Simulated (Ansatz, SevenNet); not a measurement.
Wurtzite BN (high-pressure phase): equilibrium volume per atom by level of theory

No measured value is used here.

```tsv
level (code)	value (Å³/atom)
SevenNet-l3i5 (SevenNet)	5.96
LDA (Ansatz)	5.76
PBE (Ansatz)	5.97
rVV10 (Ansatz)	6.04
HSE06 (Ansatz)	5.83
```

Cutoffs and k meshes differ between the levels. Ansatz's density-functional and Hartree–Fock values are scalar-relativistic unless marked +SOC, with PAW data made under PBE.

Machine-learned potentials (SevenNet-l3i5) are trained on DFT data, which may include these solids.

Ansatz is a program for electronic structure.
